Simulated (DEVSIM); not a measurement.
Device: CdS/CdTe n-p heterojunction, at 250 K.

Layer 1 from the left is CdS, thickness (μm) 1.50, Nd (cm⁻³) 1.6e16, τn (s) 3.3e-9, τp (s) 3.3e-9. Layer 2 from the left is CdTe, thickness (μm) 0.140, Na (cm⁻³) 1.4e16, τn (s) 3.3e-9, τp (s) 3.3e-9.

Left contact: ohmic. Right contact: ohmic. Voltage is applied to the left contact. Recombination: SRH at mid-gap, radiative, Auger. Mobility is constant in doping.

The device is made up for the run: typed textbook-type constants, with dimensions and the other settings drawn at random. Values at 300 K; Nc and Nv go as T^1.5, mobilities as T to minus their exponent, the gap by Varshni's rule with the affinity fixed.

CdS: gap (eV) 2.4, affinity (eV) 4.3, permittivity 9, Nc (cm⁻³) 2.2e18, Nv (cm⁻³) 1.8e19, μn (cm²/Vs) 300, μp (cm²/Vs) 25, T exponent of μn 1.5, T exponent of μp 1.5, B (cm³/s) 1e-10, Cn (cm⁶/s) 1e-30, Cp (cm⁶/s) 1e-30, Varshni α (eV/K) 0.00039, Varshni β (K) 103. CdTe: gap (eV) 1.5, affinity (eV) 4.28, permittivity 10.2, Nc (cm⁻³) 8e17, Nv (cm⁻³) 1.8e19, μn (cm²/Vs) 1000, μp (cm²/Vs) 80, T exponent of μn 1.7, T exponent of μp 1.5, B (cm³/s) 1e-10, Cn (cm⁶/s) 1e-30, Cp (cm⁶/s) 1e-30, Varshni α (eV/K) 0.00031, Varshni β (K) 108.

DEVSIM, 1D drift-diffusion, Boltzmann statistics, complete ionisation; no tunnelling, impact ionisation, image-force lowering or self-heating. Band offsets follow the typed affinities; no thermionic-emission limit at abrupt steps, no polarisation charge.

Problem. What does the simulation give for the potential step across the device at zero bias, the dark forward voltage at 1 A/cm², the dark forward voltage at 100 A/cm²?

Solution. potential step across the device at zero bias 1.246 V; dark forward voltage at 1 A/cm² 1.089 V; dark forward voltage at 100 A/cm² 1.215 V.
